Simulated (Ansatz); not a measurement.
Bond-angle distributions (per cent of the angles at each element, bins of 10°) of a relaxed model of amorphous Ge₂₈Se₂₈B₃ at 4.81 g/cm³. Level of theory: PBE-D3(BJ), scalar-relativistic without spin-orbit coupling, PAW (Ansatz default set, large-core Se) (plane waves to 420 eV; Ansatz, a first-principles code).

A CHGNet melt-quench gave the starting glass, which DFT then relaxed. The hot cell started wider than the set density and was brought back towards it in steps. It is the lowest in DFT energy of 3 quenches. It is a model cell: composition and starting density were chosen by hand, and all elements were melted together. The geometry includes D3(BJ) dispersion. Its density started from a set value of 4.88 and ended at 4.81 g/cm³. Cooling (nominally 180 K/ps over its main leg) ran many orders faster than in experiment, which tends to leave more defects and strain. A cell of this size samples the disorder only roughly. The volume was free in the relaxation, at fixed shape. On a 2×2×2 Γ-centred mesh force components of up to 0.13 eV/Å stay, since the relaxation ran on one k-point at (1/4, 1/4, 1/4).

Cut-offs for bonds: Ge-Ge 2.85 Å, Ge-Se 2.86 Å, Ge-B 2.45 Å, Se-Se 2.76 Å, Se-B 2.45 Å, B-B 2.02 Å.

```
angle (°)  at Ge  at Se
---------  -----  -----
50-60          0      0
60-70          0      0
70-80          3      5
80-90         20     24
90-100        31     21
100-110       23     26
110-120       10     13
120-130        3      5
130-140        6      6
140-150        0      0
150-160        2      0
160-170        1      0
170-180        0      0
```

They go with these counts of neighbours within the cut-offs, cation contacts included: Ge mean 3.5, most often 3; Se mean 2.6, most often 3.
